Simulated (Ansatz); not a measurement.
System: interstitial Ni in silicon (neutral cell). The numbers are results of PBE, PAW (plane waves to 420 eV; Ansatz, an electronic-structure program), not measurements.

216-site cell at the relaxed PBE lattice, one k-point at (0.250, 0.250, 0.250), smearing 0.01 eV, spin-restricted, no finite-size correction. Static, classical nuclei. The charge state is imposed; whether it is stable for some Fermi level was not computed. Sites that were not tried may lie lower.

Barriers: single points on a 2×2×2 k-point mesh shifted by half a step at the bands' geometries.

Relaxed starting cell (atoms counted from 1):

```
CELL_PARAMETERS angstrom
     16.41000     0.00000     0.00000
      0.00000    16.41000     0.00000
      0.00000     0.00000    16.41000
ATOMIC_POSITIONS crystal
  Si 0.99962 0.00023 0.16819
  Si 0.99983 0.99997 0.49994
  Si 0.99946 0.00009 0.83203
  Si 0.00011 0.33303 0.16633
  Si 0.99974 0.33343 0.49979
  Si 0.99944 0.33383 0.83311
  Si 0.99998 0.66618 0.16687
  Si 0.99986 0.66664 0.50001
  Si 0.99969 0.66661 0.83320
  Si 0.33365 0.99982 0.16691
  Si 0.33321 0.99997 0.50002
  Si 0.33320 0.00011 0.83320
  Si 0.33318 0.33326 0.16654
  Si 0.33309 0.33340 0.49983
  Si 0.33318 0.33352 0.83310
  Si 0.33291 0.66688 0.16655
  Si 0.33310 0.66668 0.49985
  Si 0.33334 0.66648 0.83328
  Si 0.66676 0.99973 0.16634
  Si 0.66634 0.00007 0.49979
  Si 0.66599 0.00038 0.83311
  Si 0.66603 0.33373 0.16653
  Si 0.66638 0.33341 0.49983
  Si 0.66649 0.33332 0.83310
  Si 0.66654 0.66664 0.16655
  Si 0.66641 0.66671 0.49982
  Si 0.66618 0.66657 0.83312
  Si 0.08366 0.24903 0.08369
  Si 0.08311 0.25000 0.41662
  Si 0.08232 0.25093 0.74904
  Si 0.08330 0.58308 0.08338
  Si 0.08315 0.58358 0.41638
  Si 0.08310 0.58333 0.74993
  Si 0.08191 0.91804 0.08199
  Si 0.08330 0.91658 0.41687
  Si 0.08371 0.91625 0.75099
  Si 0.41655 0.25001 0.08319
  Si 0.41654 0.25011 0.41664
  Si 0.41639 0.25015 0.74979
  Si 0.41631 0.58360 0.08323
  Si 0.41647 0.58339 0.41656
  Si 0.41658 0.58328 0.74986
  Si 0.41679 0.91657 0.08339
  Si 0.41634 0.91672 0.41641
  Si 0.41656 0.91677 0.74994
  Si 0.74891 0.25096 0.08239
  Si 0.74970 0.25015 0.41647
  Si 0.74996 0.24986 0.75005
  Si 0.74984 0.58333 0.08319
  Si 0.74978 0.58328 0.41666
  Si 0.74972 0.58350 0.74980
  Si 0.75094 0.91628 0.08376
  Si 0.74985 0.91678 0.41664
  Si 0.74891 0.91755 0.74900
  Si 0.99947 0.16800 0.99971
  Si 0.99970 0.16666 0.33326
  Si 0.99944 0.16676 0.66610
  Si 0.99982 0.49994 0.99991
  Si 0.99984 0.49988 0.33328
  Si 0.99974 0.50011 0.66643
  Si 0.99958 0.83181 0.99967
  Si 0.99997 0.83300 0.33371
  Si 0.00013 0.83361 0.66687
  Si 0.33319 0.16667 0.99978
  Si 0.33329 0.16663 0.33338
  Si 0.33318 0.16676 0.66634
  Si 0.33320 0.49989 0.99994
  Si 0.33310 0.50003 0.33320
  Si 0.33308 0.50005 0.66650
  Si 0.33363 0.83300 0.00007
  Si 0.33297 0.83328 0.33305
  Si 0.33317 0.83334 0.66664
  Si 0.66601 0.16675 0.99952
  Si 0.66621 0.16676 0.33330
  Si 0.66643 0.16680 0.66652
  Si 0.66631 0.50013 0.99983
  Si 0.66641 0.50005 0.33316
  Si 0.66639 0.50005 0.66649
  Si 0.66679 0.83362 0.00021
  Si 0.66655 0.83335 0.33326
  Si 0.66607 0.83333 0.66616
  Si 0.08375 0.08332 0.25076
  Si 0.08315 0.08326 0.58339
  Si 0.08740 0.08467 0.91550
  Si 0.08314 0.41656 0.24991
  Si 0.08309 0.41701 0.58294
  Si 0.08316 0.41658 0.91670
  Si 0.08316 0.75028 0.24968
  Si 0.08316 0.75008 0.58339
  Si 0.08367 0.74925 0.91666
  Si 0.41675 0.08338 0.25012
  Si 0.41653 0.08342 0.58317
  Si 0.41659 0.08338 0.91657
  Si 0.41644 0.41676 0.24988
  Si 0.41643 0.41676 0.58320
  Si 0.41652 0.41676 0.91654
  Si 0.41648 0.75003 0.24991
  Si 0.41643 0.75008 0.58320
  Si 0.41675 0.74986 0.91659
  Si 0.74942 0.08333 0.25008
  Si 0.74958 0.08356 0.58298
  Si 0.74939 0.08355 0.91640
  Si 0.74977 0.41680 0.24982
  Si 0.74974 0.41666 0.58329
  Si 0.74958 0.41701 0.91641
  Si 0.74988 0.74980 0.25015
  Si 0.74978 0.75012 0.58312
  Si 0.74937 0.74988 0.91666
  Si 0.16814 0.00020 0.99972
  Si 0.16683 0.99983 0.33373
  Si 0.16628 0.99973 0.66683
  Si 0.16628 0.33305 0.00016
  Si 0.16646 0.33326 0.33325
  Si 0.16644 0.33373 0.66615
  Si 0.16679 0.66618 0.00005
  Si 0.16647 0.66687 0.33299
  Si 0.16645 0.66664 0.66662
  Si 0.49986 0.99997 0.99990
  Si 0.49994 0.99997 0.33327
  Si 0.49970 0.00006 0.66644
  Si 0.49971 0.33343 0.99983
  Si 0.49974 0.33340 0.33318
  Si 0.49974 0.33341 0.66647
  Si 0.49994 0.66666 0.99993
  Si 0.49977 0.66668 0.33319
  Si 0.49973 0.66670 0.66649
  Si 0.83204 0.00011 0.99951
  Si 0.83311 0.00012 0.33328
  Si 0.83301 0.00039 0.66606
  Si 0.83298 0.33386 0.99952
  Si 0.83302 0.33352 0.33327
  Si 0.83302 0.33332 0.66658
  Si 0.83311 0.66661 0.99977
  Si 0.83320 0.66649 0.33341
  Si 0.83304 0.66658 0.66627
  Si 0.25004 0.25001 0.25012
  Si 0.24975 0.25010 0.58314
  Si 0.24991 0.25036 0.91662
  Si 0.24983 0.58339 0.24990
  Si 0.24978 0.58343 0.58321
  Si 0.25003 0.58312 0.91659
  Si 0.24963 0.91667 0.24972
  Si 0.24983 0.91672 0.58339
  Si 0.25068 0.91618 0.91666
  Si 0.58304 0.25010 0.24985
  Si 0.58314 0.25013 0.58324
  Si 0.58293 0.25023 0.91639
  Si 0.58313 0.58343 0.24987
  Si 0.58312 0.58343 0.58320
  Si 0.58303 0.58332 0.91655
  Si 0.58332 0.91672 0.24990
  Si 0.58288 0.91676 0.58296
  Si 0.58330 0.91672 0.91669
  Si 0.91654 0.25037 0.24999
  Si 0.91631 0.25024 0.58301
  Si 0.91625 0.25059 0.91637
  Si 0.91650 0.58312 0.25011
  Si 0.91646 0.58331 0.58312
  Si 0.91648 0.58328 0.91657
  Si 0.91658 0.91619 0.25075
  Si 0.91661 0.91672 0.58339
  Si 0.91508 0.91242 0.91509
  Si 0.16698 0.16618 0.16705
  Si 0.16640 0.16657 0.49995
  Si 0.16700 0.16853 0.83133
  Si 0.16657 0.49980 0.16666
  Si 0.16646 0.50023 0.49965
  Si 0.16640 0.49995 0.83330
  Si 0.16574 0.83408 0.16584
  Si 0.16657 0.83322 0.50006
  Si 0.16701 0.83281 0.83374
  Si 0.49986 0.16657 0.16649
  Si 0.49980 0.16674 0.49991
  Si 0.49962 0.16681 0.83306
  Si 0.49956 0.50025 0.16655
  Si 0.49975 0.50005 0.49984
  Si 0.49984 0.49992 0.83315
  Si 0.49999 0.83323 0.16666
  Si 0.49960 0.83332 0.49968
  Si 0.49986 0.83341 0.83331
  Si 0.83114 0.16858 0.16714
  Si 0.83298 0.16680 0.49971
  Si 0.83330 0.16652 0.83338
  Si 0.83321 0.49994 0.16648
  Si 0.83306 0.49992 0.49993
  Si 0.83298 0.50018 0.83307
  Si 0.83365 0.83282 0.16709
  Si 0.83322 0.83341 0.49994
  Si 0.83108 0.83256 0.83117
  Si 0.25069 0.08332 0.08382
  Si 0.25004 0.08338 0.41685
  Si 0.24996 0.08333 0.74955
  Si 0.24984 0.41656 0.08324
  Si 0.24979 0.41675 0.41653
  Si 0.24974 0.41680 0.74986
  Si 0.24958 0.75029 0.08326
  Si 0.24982 0.75002 0.41656
  Si 0.25007 0.74979 0.74997
  Si 0.58329 0.08326 0.08324
  Si 0.58304 0.08342 0.41664
  Si 0.58290 0.08356 0.74968
  Si 0.58284 0.41702 0.08319
  Si 0.58312 0.41676 0.41652
  Si 0.58320 0.41666 0.74984
  Si 0.58332 0.75008 0.08326
  Si 0.58312 0.75008 0.41651
  Si 0.58303 0.75012 0.74986
  Si 0.91536 0.08481 0.08753
  Si 0.91648 0.08338 0.41668
  Si 0.91630 0.08355 0.74945
  Si 0.91661 0.41657 0.08324
  Si 0.91645 0.41676 0.41661
  Si 0.91633 0.41698 0.74970
  Si 0.91656 0.74923 0.08376
  Si 0.91651 0.74985 0.41684
  Si 0.91657 0.74988 0.74946
  Ni 0.97276 0.02720 0.97274
```

End state 1 differs by these moves (Å; atoms that move under 0.08 Å are left out):

```tsv
atom	element	Δx	Δy	Δz
34	Si	0.04	-0.04	0.09
208	Si	0.04	-0.04	-0.09
217	Ni	0.89	-0.89	0.00
```

Task: Estimate the forward and backward barriers to end state 1 that PBE, PAW returns for this input.

Result: forward 0.079 eV, backward 0.079 eV; at the saddle point atom 217 has neighbours Si at 2.32, Si at 2.43, Si at 2.45, Si at 2.46, Si at 2.60, Si at 2.63, Si at 2.64, Si at 2.82, Si at 2.83, Si at 2.86 Å. The check of the saddle point's order was inconclusive, and it lies on a symmetry element of the cell, where a band can be held.
